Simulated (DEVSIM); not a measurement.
Structure: TaN/SiO2/p-Ge capacitor, at 300 K.

Layer 1 from the left is SiO2, thickness (nm) 1.50. Layer 2 from the left is Ge, thickness (nm) 15000, Na (cm⁻³) 1.5e15.

Metal gate on the left, work function 4.4 eV. Fixed charge at the semiconductor interface -1.4e11 cm⁻² (in units of +e); no interface traps.

Constants are typed, rounded textbook-type inputs, not results; the design itself was drawn at random and stands for no fabricated device. Values at 300 K.

SiO2: gap (eV) 9, affinity (eV) 0.9, permittivity 3.9. Ge: gap (eV) 0.664, affinity (eV) 4, permittivity 16, Nc (cm⁻³) 1.04e19, Nv (cm⁻³) 6e18.

Problem. Estimate by hand the flat-band voltage, the threshold voltage, and compare with a numerical solution.

Solution. 
- Flat-band voltage: C = 2.30 μF/cm², work-function difference -0.050 V; VFB = φms − qNf/C = -0.04 V; numerical -0.04 V.
- Threshold voltage: φF = 0.110 V, depletion charge √(4εqNφF) = 1.23e-8 C/cm²; VT = VFB + 2φF + Qd/C = 0.19 V; numerical 0.19 V.

Model (solved in DEVSIM): 1D Poisson equation in equilibrium, Boltzmann statistics, complete ionisation; no quantum confinement or tunnelling. Metal contacts follow the ideal Schottky-Mott rule: no Fermi-level pinning, no interface dipoles.
